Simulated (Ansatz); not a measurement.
## Quick settings and what they miss: Mn₂FeN₂ (Pmmn, 10 atoms in the cell)

Self-consistent single point.

```xyz
10
Lattice="2.8288 0.0000 0.0000 0.0000 11.3164 0.0000 0.0000 0.0000 2.8280" Properties=species:S:1:pos:R:3 pbc="T T T"
Mn     0.0000     7.3731     0.7244
Mn     0.0000     3.9433     0.7244
Mn     1.4144     9.6015     2.1035
Mn     1.4144     1.7149     2.1035
Fe     0.0000     0.0000     0.6744
Fe     1.4144     5.6582     2.1536
N      0.0000     1.8389     0.6898
N      0.0000     9.4775     0.6898
N      1.4144     3.8193     2.1382
N      1.4144     7.4971     2.1382
```
Moments meant for the start (each program seeds them in its own way; μB, in the order of the atoms Mn Mn Mn Mn Fe Fe N N N N): 4.0 4.0 4.0 4.0 0.0 0.0 0.0 0.0 0.0 0.0.

Computed with PBEsol, default PAW files made with PBE (plane waves; Ansatz, a program for electronic structure).

Base settings: basis.ecutwfc = 420 eV; kpoints.mp_grid.grid = 9 3 9; hamiltonian.xc = pbesol; hamiltonian.pseudopotentials = {kind: paw} (the program's default PAW files); magnetization.spin_polarized = true; scf.occupations.method = methfessel_paxton; scf.occupations.width = 0.2 eV.

Tight run (finer mesh or higher cutoff; not a proven limit): basis.ecutwfc: 420 eV → 590 eV; kpoints.mp_grid.grid: 9 3 9 → 13 5 13; scf.convergence.dr2_threshold: default (1e-07 eV) → 1e-09 eV. It gave Fermi level (on the code's own zero) 17.91 eV; pressure -8.52 GPa; largest force (vector length) 0.079 eV/Å; size of the cell's spin moment 10.86 μB.

Quick runs, as changes from the base:
- A: the base itself
- B: basis.ecutwfc: 420 eV → 295 eV; kpoints.mp_grid.grid: 9 3 9 → 4 4 4; scf.occupations.method: methfessel_paxton → fermi_dirac; scf.occupations.width: 0.2 eV → 0.272 eV
- C: basis.ecutwfc: 420 eV → 335 eV; kpoints.mp_grid.grid: 9 3 9 → 6 6 6
- D: basis.ecutwfc: 420 eV → 250 eV; kpoints.mp_grid.grid: 9 3 9 → 3 3 3; scf.convergence.dr2_threshold: default (1e-07 eV) → 0.001 eV

Energies are extrapolated to zero smearing width, which holds to low order in the width alone.

Dashes: time of B, D, under 30 s.

The count of work is k-points × plane waves × bands × iterations; it is no time. Core times come from one kind of shared machine and are given to one figure; runs under 30 s give none.

Pressures in the table are Ansatz's without its Pulay estimate, at a fixed set of plane waves; the tight run's value above holds the estimate.

The starting cell comes from a database of computed structures (which also holds hypothetical and non-ambient phases and stackings), without a prior relaxation at this level. Its lattice was rescaled by a random factor within 2.5 % of one. The magnetic order is the one reached from the typed start; others were not searched systematically. In the base run, with a pressure of about -9 GPa the cell is away from its equilibrium volume at this level.

| run | energy less tight (meV/atom) | pressure less tight (GPa) | largest miss in a force vector (eV/Å) | size of the net moment less tight (μB/atom) | count of work / tight | core time / tight (rough) |
|---|---|---|---|---|---|---|
| A | 3.6 | -0.48 | 0.012 | -0.01 | 0.19 | 0.2 |
| B | 342.3 | -39.35 | 0.166 | -0.01 | 0.051 | – |
| C | 75.2 | -11.75 | 0.029 | -0.01 | 0.18 | 0.2 |
| D | 1533.6 | -151.21 | 0.605 | 0.07 | 0.0085 | – |

Among the runs at the tight run's level, the energy misses run from 3.6 to 1533.6 meV/atom.

Left out of this page: 2 runs of the series outside the window shown, repeating another row's setting, or not comparable.

Keys are those of Ansatz 0.2.
